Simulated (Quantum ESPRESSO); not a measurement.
Worked example: self-consistent single point of Ta₃N (P1, 4 atoms in the cell) in Quantum ESPRESSO.

Level of theory: LDA (PZ), GBRV 1.5 ultrasoft (LDA) pseudopotentials (plane waves; Quantum ESPRESSO).

```xyz
4
Lattice="3.0322 0.0000 0.0000 -1.5161 2.6260 0.0000 0.0000 0.0000 7.5241" Properties=species:S:1:pos:R:3 pbc="T T T"
Ta     0.0921    -0.0156     3.7161
Ta    -0.0153     1.7605     1.2565
Ta     1.5095     0.8166     6.2761
N     -0.0702     0.0645     0.0375
```

Reference input (self-consistent single point, DFT, PBEsol, plane waves, GBRV 1.5 ultrasoft (PBESOL) pseudopotentials): ecutwfc = 40 Ry; ecutrho = 320 Ry; occupations = smearing; smearing = fd; degauss = 0.0073499 Ry; potentials = {Ta: ta_pbesol_v1.uspp.F.UPF, N: n_pbesol_v1.2.uspp.F.UPF}; K_POINTS = automatic 8 8 3 0 0 0; conv_thr = 1e-10 Ry. This run's input differs from it in these lines:

```diff
@@ -23,4 +23,4 @@
 ATOMIC_SPECIES
-Ta   180.9479  ta_pbesol_v1.uspp.F.UPF
-N     14.0070  n_pbesol_v1.2.uspp.F.UPF
+Ta   180.9479  ta_lda_v1.uspp.F.UPF
+N     14.0070  n_lda_v1.2.uspp.F.UPF
 ATOMIC_POSITIONS {crystal}
```

The program printed (abridged):

```
     Self-consistent Calculation

     iteration #  1     ecut=    40.00 Ry     beta= 0.70

---- Real-time Memory Report at c_bands before calling an iterative solver
           268 MiB given to the printing process from OS
            98 MiB allocation reported by mallinfo(arena+hblkhd)
------------------

     negative rho (up, down):  2.860E-01 0.000E+00

     total energy              =    -445.78298692 Ry
     estimated scf accuracy    <       0.54209157 Ry

     iteration #  2     ecut=    40.00 Ry     beta= 0.70

---- Real-time Memory Report at c_bands before calling an iterative solver
   [... lines left out ...]
           367 MiB given to the printing process from OS
           141 MiB allocation reported by mallinfo(arena+hblkhd)
------------------

     negative rho (up, down):  2.913E-01 0.000E+00

     total energy              =    -446.06125583 Ry
     estimated scf accuracy    <          5.9E-10 Ry

     iteration # 15     ecut=    40.00 Ry     beta= 0.70

---- Real-time Memory Report at c_bands before calling an iterative solver
           367 MiB given to the printing process from OS
           141 MiB allocation reported by mallinfo(arena+hblkhd)
------------------

     negative rho (up, down):  2.913E-01 0.000E+00
     End of self-consistent calculation

     the Fermi energy is    18.4796 ev

!    total energy              =    -446.06125583 Ry
     estimated scf accuracy    <          2.3E-11 Ry
     smearing contrib. (-TS)   =      -0.00696967 Ry
     internal energy E=F+TS    =    -446.05428615 Ry

     convergence has been achieved in  15 iterations

     negative rho (up, down):  2.913E-01 0.000E+00

     Forces acting on atoms (cartesian axes, Ry/au):

     atom    1 type  1   force =    -0.00326115    0.00149592    0.02456457
     atom    2 type  1   force =    -0.01372221    0.01407704    0.02386173
     atom    3 type  1   force =    -0.02002027    0.03153003   -0.02833682
     atom    4 type  2   force =     0.03700363   -0.04710299   -0.02008948

     Total force =     0.088100     Total SCF correction =     0.000030

     negative rho (up, down):  2.913E-01 0.000E+00
          total   stress  (Ry/bohr**3)                   (kbar)     P=     -113.84
  -0.00074732  -0.00000654   0.00005587         -109.93       -0.96        8.22
  -0.00000654  -0.00076281  -0.00005700           -0.96     -112.21       -8.38
   0.00005587  -0.00005700  -0.00081139            8.22       -8.38     -119.36

   JOB DONE.
```

The run converged in 15 iterations. Against the reference run the pressure goes from -6.30 to -11.38 GPa and the largest force goes from 1.675 to 1.624 eV/Å.

The starting cell comes from a database of computed structures (which also holds hypothetical and non-ambient phases and stackings), without a prior relaxation at this level. Its atoms were displaced at random from the sites of space group no. 164. Spin polarisation is off. With a pressure of about -11 GPa the cell is away from its equilibrium volume at this level. Forces in this geometry exceed 1 eV/Å.

Cost on one core of a shared machine: roughly 70 s.
